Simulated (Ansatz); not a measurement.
Level of theory: PBE (plane waves to 420 eV, PAW; Ansatz, a program for electronic structure).

Host crystal: 3C silicon carbide, with a band gap (PBE, scalar-relativistic without spin-orbit coupling).

Plane-averaged electrostatic potential energy along the normal, in eV from the Fermi level, for Si on the 1x1 (110) surface of 3C silicon carbide (cut with top plane C + Si), one in a 2x2 cell, started at the site 'over C at depth 1.5 Å':

(z (Å), V (eV)): (5.34, 5.14); (5.62, 5.14); (5.91, 5.14); (6.19, 5.14); (6.47, 5.14); (6.75, 5.14); (7.03, 5.13); (7.31, 5.11); (7.59, 5.07); (7.88, 4.97); (8.16, 4.76); (8.44, 4.28); (8.72, 3.20); (9.00, 0.77); (9.28, -4.58); (9.56, -10.11); (9.84, -11.43); (10.12, -8.98); (10.41, -6.98); (10.69, -8.74); (10.97, -12.35); (11.25, -12.59); (11.53, -8.35); (11.81, -3.81); (12.09, -4.15); (12.38, -8.86); (12.66, -12.59); (12.94, -11.41); (13.22, -6.82); (13.50, -4.10); (13.78, -6.81); (14.06, -11.43); (14.34, -12.71); (14.62, -9.09); (14.91, -4.46); (15.19, -4.27); (15.47, -8.69); (15.75, -12.67); (16.03, -12.17); (16.31, -8.31); (16.59, -6.16); (16.88, -8.14); (17.16, -11.40); (17.44, -11.51); (17.72, -7.12); (18.00, -1.99); (18.28, 0.22); (18.56, 0.99); (18.84, 1.67); (19.12, 2.62); (19.41, 3.62); (19.69, 4.21); (19.97, 4.52); (20.25, 4.67); (20.53, 4.75); (20.81, 4.78); (21.09, 4.80); (21.38, 4.81); (21.66, 4.81); (21.94, 4.82); (22.22, 4.82); (22.50, 4.82); (22.78, 4.82); (23.06, 4.82)

Model: 49-atom slab, 7.7 Å thick at the start under the adsorbate (thin: gaps and levels are the slab's own), 3x3x1 mesh, Fermi-Dirac 0.01 eV, dipole correction, 24 atoms held, the rest relaxed; start symmetry kept, larger cells not searched; spin-polarised, ending with about 0.4 μB a cell, a value that depends on the mesh; orders that need a larger cell were not tried, no spin-orbit, no U, no dispersion correction. The slab shows no gap over 0.04 eV on its mesh. At the end it is bonded to 2 C + Si. In PBE it is, or lies within 0.03 eV of, the lowest of the starts that converged.

The surface cell has an area of 54.26 Å². What dipole along the normal does the step between the two vacuum levels imply?

the top vacuum level lies 0.32 eV below the bottom one; p = −ε₀ A ΔV (ε₀ = 0.005526 e/(V·Å)) gives 0.10 e·Å a cell.
